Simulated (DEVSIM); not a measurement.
System: Schottky contact on n-type Si, at 400 K.

```csv
layer (left to right),material,thickness (μm),Nd (cm⁻³),τn (s),τp (s)
1,Si,2.40,3.7e16,3.2e-6,3.2e-6
2,Si,1.40,1e18,3.2e-6,3.2e-6
```

Left contact: Schottky, work function 4.93 eV, emission velocity 2e6 cm/s. Right contact: ohmic. Voltage is applied to the left contact. Recombination: SRH at mid-gap, Auger. Mobility is constant in doping.

Constants are typed, rounded textbook-type inputs, not results; the design itself was drawn at random and stands for no fabricated device. Values at 300 K; Nc and Nv go as T^1.5, mobilities as T to minus their exponent, the gap by Varshni's rule with the affinity fixed.

```csv
parameter,Si
gap (eV),1.124
affinity (eV),4.05
permittivity,11.7
Nc (cm⁻³),2.86e19
Nv (cm⁻³),3.1e19
μn (cm²/Vs),1417
μp (cm²/Vs),470
T exponent of μn,2.3
T exponent of μp,2.2
Cn (cm⁶/s),2.8e-31
Cp (cm⁶/s),9.9e-32
Varshni α (eV/K),0.000473
Varshni β (K),636
```

Simulated with DEVSIM: 1D drift-diffusion, Boltzmann statistics, complete ionisation; no tunnelling, impact ionisation, image-force lowering or self-heating. Metal contacts follow the ideal Schottky-Mott rule: no Fermi-level pinning, no interface dipoles.

Problem. Tabulate band edges, carrier densities and field at zero bias.

Solution. Energies count from the Fermi level of the right contact; mesh points crowd at the junctions.

| x (μm) | Ec (eV) | Ev (eV) | n (cm⁻³) | p (cm⁻³) | field (V/cm) |
|---|---|---|---|---|---|
| 0.000 | 0.880 | -0.216 | 3.6e8 | 9.0e16 | -88000 |
| 0.02196 | 0.709 | -0.387 | 5.1e10 | 6.4e14 | -70000 |
| 0.06361 | 0.467 | -0.630 | 5.8e13 | 5.5e11 | -46000 |
| 0.1426 | 0.266 | -0.830 | 1.9e16 | 1.7e9 | -8300 |
| 0.3624 | 0.244 | -0.852 | 3.7e16 | 8.7e8 | ≈ 0 |
| 0.7092 | 0.244 | -0.852 | 3.7e16 | 8.7e8 | ≈ 0 |
| 1.338 | 0.244 | -0.852 | 3.7e16 | 8.7e8 | ≈ 0 |
| 1.974 | 0.244 | -0.852 | 3.7e16 | 8.7e8 | ≈ 0 |
| 2.187 | 0.244 | -0.852 | 3.7e16 | 8.7e8 | ≈ 0 |
| 2.299 | 0.243 | -0.853 | 3.8e16 | 8.5e8 | -390 |
| 2.358 | 0.233 | -0.863 | 5.1e16 | 6.3e8 | -4800 |
| 2.396 | 0.178 | -0.919 | 2.5e17 | 1.3e8 | -40000 |
| 2.415 | 0.132 | -0.965 | 9.6e17 | 3.3e7 | -2800 |
| 2.450 | 0.130 | -0.966 | 1.0e18 | 3.2e7 | ≈ 0 |
| 2.547 | 0.130 | -0.966 | 1.0e18 | 3.2e7 | ≈ 0 |
| 2.697 | 0.130 | -0.966 | 1.0e18 | 3.2e7 | ≈ 0 |
| 2.980 | 0.130 | -0.966 | 1.0e18 | 3.2e7 | ≈ 0 |
| 3.355 | 0.130 | -0.966 | 1.0e18 | 3.2e7 | ≈ 0 |
| 3.627 | 0.130 | -0.966 | 1.0e18 | 3.2e7 | ≈ 0 |
| 3.720 | 0.130 | -0.966 | 1.0e18 | 3.2e7 | ≈ 0 |
| 3.769 | 0.130 | -0.966 | 1.0e18 | 3.2e7 | ≈ 0 |
| 3.800 | 0.130 | -0.966 | 1.0e18 | 3.2e7 | ≈ 0 |
